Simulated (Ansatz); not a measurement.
The starting structures come from a database of crystals and need not be the phases stable at ambient conditions.

Input:

```xyz
2
Lattice="3.9788 0.0000 0.0000 0.0000 3.9788 0.0000 0.0000 0.0000 3.9788" Properties=species:S:1:pos:R:3 pbc="T T T"
Tl     0.0000     0.0000     0.0000
Br     1.9894     1.9894     1.9894
```

The cell was relaxed by PBE-D3(BJ); by PBEsol it stands under a pressure of -1.2 GPa.

Transport runs along the normal of the first two printed cell vectors, the (001) plane of the conventional cell.

The gap is the functional's own. No spin-orbit coupling. Mid-gap values are those at the computed energy nearest the middle.

**Question.** Predict the band gap and the smallest decay constant κ at mid-gap from PBEsol in Ansatz (an electronic-structure program).

**Answer.** Gap 1.73 eV on a 8×8×8 mesh; κ = 0.144 1/Å, at the zone centre.
